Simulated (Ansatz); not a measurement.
Base system: Hf in the hcp (Mg type) structure (space group P6_3/mmc, No. 194; a = 3.198 Å, c = 5.049 Å; relaxed with 0.1 eV smearing). Axes: x lies along a and z along c of the hexagonal cell.

Structures relaxed with Ansatz (a quantum-chemistry and plane-wave program) r2SCAN, no spin-orbit coupling.

Base:

Simulated powder pattern, Cu Kα, λ = 1.54184 Å (kinematic, ideal powder, no thermal factors, no anomalous dispersion; the 8 strongest lines at most, above 2 %, up to 2θ = 90°):

```tsv
2θ (°)	I/Imax (%)	hkl
32.32	24	(100)
35.56	25	(002)
37.02	100	(101)
48.81	16	(102)
57.64	19	(110)
64.82	20	(103)
69.59	22	(112)
70.51	16	(201)
```

After one change:

Simulated powder pattern, Cu Kα, λ = 1.54184 Å (kinematic, ideal powder, no thermal factors, no anomalous dispersion; the 8 strongest lines at most, above 2 %, up to 2θ = 90°):

| 2θ (°) | I/Imax (%) |
|---|---|
| 32.53 | 21 |
| 35.56 | 37 |
| 37.21 | 100 |
| 37.76 | 45 |
| 58.83 | 18 |
| 64.95 | 20 |
| 70.67 | 21 |
| 70.99 | 15 |

### Question
What was done to the base?
A) biaxial strain −2.42 %, plane normal [001], relaxed out of plane
B) biaxial strain −0.68 %, plane normal [001], relaxed out of plane
C) biaxial strain +0.51 %, plane normal [001], relaxed out of plane
D) uniaxial strain ε_yy = −2.44 %

### Answer
D, uniaxial strain ε_yy = −2.44 %. Its volume per atom is 21.82 Å³ against 22.36 Å³, and its space group is Cmcm (No. 63).

No phonon test of stability was made. The final runs are not spin-polarised.
